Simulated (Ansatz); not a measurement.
Given:

```
CELL_PARAMETERS angstrom
      0.00000     3.18176     3.18176
      3.18176     0.00000     3.18176
      3.18176     3.18176     0.00000
ATOMIC_POSITIONS crystal
  Mg 0.75000 0.75000 0.75000
  Mg 0.25000 0.25000 0.25000
  Ge 0.00000 0.00000 0.00000
```

Level of theory: HSE06, rigid bands (plane waves, PAW, scalar-relativistic; Ansatz, an electronic-structure program). Cell: cell and atoms relaxed with PBEsol.

Problem. What conductivity effective mass do dilute electrons have at 300 K?

Solution. 0.26 mₑ.

Problem. And the band gap?

Solution. 0.51 eV at this level.

Rigid bands, one relaxation time for all states, no polarons. Spin-orbit coupling is left out; where it splits the top of the valence band it changes the hole mass and lowers the gap by about a third of the splitting. Geometry: cell and atoms relaxed with PBEsol.
